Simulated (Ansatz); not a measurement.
## Competing hops of interstitial O in zinc-blende GaN, neutral cell

System: interstitial O in zinc-blende GaN (neutral cell). Calculation: PBE, PAW (plane waves to 420 eV; Ansatz, a program for electronic structure).

64-site cell at the relaxed PBE lattice, one k-point at (0.250, 0.250, 0.250), smearing 0.01 eV, spin-restricted, no finite-size correction. Static, classical nuclei. The host's phase is taken as given; its stability against other phases was not computed. The charge state is imposed; whether it is stable for some Fermi level was not computed. Sites that were not tried may lie lower.

Barriers: single points on a 2×2×2 k-point mesh shifted by half a step at the bands' geometries (they differ from the bands' own by up to 0.06 eV, and are uncertain by about as much).

```csv
Route,Start site over the lowest site run (eV),Hop (Å),Forward barrier (eV),Backward barrier (eV),Neighbours at the start,Neighbours at the saddle,Saddle order,"Forward, on the band's own sampling (eV)"
"a concerted move, in which N travels most (a rearrangement that moves the defect's centre by under 1 Å)",0.00,0.87,0.29,0.29,"Ga at 1.92, Ga at 1.96, Ga at 1.97; O at 1.47 Å",2 Ga at 1.86; O at 1.45 Å,"not checked, on a symmetry element",0.35
```

Paths come from climbing-image nudged elastic band runs.  A band can be held on a symmetry element, so unchecked saddle points there may be too high.

The whole set of runs took about 1.0 core-hours (a rough figure).
